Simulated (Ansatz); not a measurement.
Start from YN in the rock salt structure (space group Fm-3m, No. 225; a = 4.856 Å). Axes: x, y, z lie along the cube axes.

The change: the cell is stretched by 1.38 % along y with no lateral relaxation, atoms relaxed at fixed cell.

Levels (all Ansatz, a quantum-chemistry and plane-wave program, PAW, earlier PAW set): PBEsol (420 eV, no spin-orbit coupling); HSE06+SOC (420 eV, spin-orbit coupling included).

The geometry is relaxed with PBEsol.

- PBEsol valence-band top at Γ: 0.00, 0.00, -0.06 eV
- PBEsol lowest conduction level above the VBM at special points: X 0.07 eV; M 0.11 eV; S₀ 2.53 eV; Γ 3.01 eV

With HSE06+SOC at the same geometry, the valence-band top at Γ (three highest Kramers pairs, from the VBM) becomes 0.00, -0.03, -0.09 eV (PBEsol: 0.00, 0.00, -0.06 eV); the lowest conduction level above the VBM at special points changes from X 0.07 eV; M 0.11 eV; S₀ 2.53 eV; Γ 3.01 eV to X 1.02 eV; M 1.06 eV; S₀ 3.62 eV; Γ 4.20 eV.

Single points use the geometry relaxed with PBEsol. HSE06 was sampled on its mesh, a few special points and the semilocal edge points, so its gap is an upper bound. Differences between runs with and without spin-orbit coupling are approximate. The levels and masses belong to the bands next to the band gap. The cells carry an imposed strain or load. No phonon test of stability was made. Labels are those of the standard path for the cell's own space group.
